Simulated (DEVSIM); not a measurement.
Structure: Ni/SiO2/p-Ge capacitor, at 300 K.

Layer 1 from the left is SiO2, thickness (nm) 13.0. Layer 2 from the left is Ge, thickness (nm) 3800, Na (cm⁻³) 2.5e16.

Metal gate on the left, work function 5.1 eV. Fixed charge at the semiconductor interface 0 cm⁻² (in units of +e); interface traps 1e11 cm⁻² eV⁻¹, uniform in energy, neutral level at 0.5 of the gap above the valence band.

This is a model device: material constants are rounded textbook-type values typed into the input, and sizes, dopings and lifetimes were drawn at random. Values at 300 K.

SiO2: gap (eV) 9, affinity (eV) 0.9, permittivity 3.9. Ge: gap (eV) 0.664, affinity (eV) 4, permittivity 16, Nc (cm⁻³) 1.04e19, Nv (cm⁻³) 6e18.

Simulated with DEVSIM: 1D Poisson equation in equilibrium, Boltzmann statistics, complete ionisation; no quantum confinement or tunnelling. Metal contacts follow the ideal Schottky-Mott rule: no Fermi-level pinning, no interface dipoles.

### Question
What does the simulation give for the minimum of the low-frequency capacitance, the flat-band voltage?

### Answer
minimum of the low-frequency capacitance 0.0853 μF/cm²; flat-band voltage 0.57 V.
